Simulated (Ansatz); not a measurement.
System: CsCl-type RuAl. Method: PBEsol in Ansatz (plane waves, PAW).

Run with plane-wave cutoff 520 eV, 22×22×22 k mesh, Fermi–Dirac smearing 0.059 eV (set by the program), no spin polarisation, scalar-relativistic PAW data made under PBE.

Computed at the level's own relaxed cell.

Elastic tensor (GPa, Voigt notation, ions relaxed):

```
  338.0   160.3   160.3     0.0     0.0     0.0
  160.3   338.0   160.3     0.0     0.0     0.0
  160.3   160.3   338.0     0.0     0.0     0.0
    0.0     0.0     0.0   137.4     0.0     0.0
    0.0     0.0     0.0     0.0   137.4     0.0
    0.0     0.0     0.0     0.0     0.0   137.4
```

Question: Work out the Voigt, Reuss and Hill averages of the bulk and shear moduli, Young's modulus and Poisson's ratio from the printed constants.

Answer: K_V = [C11 + C22 + C33 + 2(C12 + C13 + C23)]/9 = [1014.0 + 2 × 480.9]/9 = 219.5 GPa. G_V = [1014.0 − 480.9 + 3 × 412.2]/15 = 118.0 GPa. From the compliances S = C⁻¹, K_R = 219.5 and G_R = 112.8 GPa. Hill means: K = 219.5, G = 115.4 GPa. E = 9KG/(3K + G) = 295 GPa, ν = (3K − 2G)/(6K + 2G) = 0.28, K/G = 1.90.

Computed values are for the static lattice.

Ansatz is a first-principles code.
